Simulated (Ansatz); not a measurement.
**Converging shifted k-point meshes: AlNi (Cmm2, 2 atoms in the cell)**

```yaml
crystal:
  lattice:
    - [1.93288, -1.94733, 0.00000]
    - [1.93288, 1.94733, 0.00000]
    - [0.00000, 0.00000, 3.09013]
  atoms:
    - { symbol: Al, position: [0.00000, 0.00000, 0.01618] }
    - { symbol: Ni, position: [0.50000, 0.50000, 0.50000] }
```

Method of the run: PBEsol, default PAW files made with PBE (plane waves; Ansatz, an electronic-structure program).

Base settings: basis.ecutwfc = 420 eV; kpoints.mp_grid.grid = 12 12 11; hamiltonian.xc = pbesol; hamiltonian.pseudopotentials = {kind: paw} (the program's default PAW files); scf.occupations.method = gaussian; scf.occupations.width = 0.1 eV.

In this ladder: kpoints.mp_grid.shift = 0.5 0.5 0.5.

Only quantities that move along the ladder and can be compared are tabulated.

The count of work is k-points × plane waves × bands × iterations; it is no time. Core times come from one kind of shared machine, to one figure; runs under 30 s give none.

The starting cell comes from a database of computed structures (which also holds hypothetical and non-ambient phases and stackings), without a prior relaxation at this level. Its lattice was rescaled by up to half a per cent. One atom was moved a little off its site on purpose. Spin polarisation is off. Ansatz's pressure includes its estimate of the finite-basis (Pulay) stress.

| kpoints.mp_grid.grid | free energy less the last step's (meV/atom) | pressure (GPa) | largest difference of a force vector from the last step's (eV/Å) | count of work / last | core time / last (rough) |
|---|---|---|---|---|---|
| 2 2 2 | 610.08 | 3.27 | 0.054 | 0.00028 | – |
| 3 3 2 | 116.08 | 2.85 | 0.038 | 0.00056 | – |
| 3 3 3 | -52.11 | 1.28 | 0.021 | 0.0011 | – |
| 4 4 3 | 55.16 | 2.69 | 0.019 | 0.0019 | – |
| 4 4 4 | 18.46 | 2.15 | 0.016 | 0.0017 | – |
| 5 5 4 | -12.07 | 2.15 | 0.000 | 0.0025 | – |
| 5 5 5 | 1.82 | 2.21 | 0.000 | 0.0037 | – |
| 6 6 5 | 3.99 | 2.48 | 0.002 | 0.0050 | – |
| 6 6 6 | 11.54 | 2.57 | 0.004 | 0.0050 | – |
| 7 7 6 | 4.05 | 2.28 | 0.003 | 0.0067 | – |
| 8 8 7 | -0.14 | 2.07 | 0.010 | 0.011 | – |
| 8 8 8 | -3.71 | 2.19 | 0.001 | 0.011 | – |
| 9 9 8 | 4.88 | 2.31 | 0.000 | 0.014 | – |
| 10 10 9 | -0.74 | 2.17 | 0.001 | 0.021 | – |
| 11 11 10 | -0.94 | 2.23 | 0.001 | 0.025 | – |
| 13 13 11 | -0.76 | 2.18 | 0.002 | 0.041 | – |
| 14 14 12 | 0.43 | 2.17 | 0.001 | 0.047 | – |
| 15 15 14 | 0.16 | 2.17 | 0.001 | 0.062 | – |
| 17 17 15 | 0.76 | 2.21 | 0.001 | 0.090 | – |
| 19 19 17 | -0.40 | 2.19 | 0.000 | 0.12 | 0.2 |
| 21 21 19 | 0.12 | 2.17 | 0.000 | 0.17 | 0.2 |
| 23 23 21 | -0.11 | 2.18 | 0.000 | 0.22 | 0.3 |
| 26 26 23 | 0.01 | 2.19 | 0.000 | 0.30 | 0.3 |
| 29 29 25 | -0.01 | 2.18 | 0.000 | 0.41 | 0.5 |
| 32 32 28 | 0.01 | 2.18 | 0.000 | 0.53 | 0.6 |
| 39 39 35 | 0.00 | 2.18 | 0.000 | 1.0 | 1 |

Coarsest kpoints.mp_grid.grid that holds the forces within 0.005 eV/Å of the last step, with all finer ones: 8 8 8, at 0.011 of the last step's count of work; the step before is off by 0.010 eV/Å.

Coarsest kpoints.mp_grid.grid that holds the pressure within 0.2 GPa of the last step, with all finer ones: 7 7 6, at 0.0067 of the last step's count of work; the step before is off by 0.38 GPa.

Coarsest kpoints.mp_grid.grid that holds the free energy within 2 meV/atom of the last step, with all finer ones: 10 10 9, at 0.021 of the last step's count of work; the step before is off by 4.9 meV/atom.

Keys are those of Ansatz 0.2.
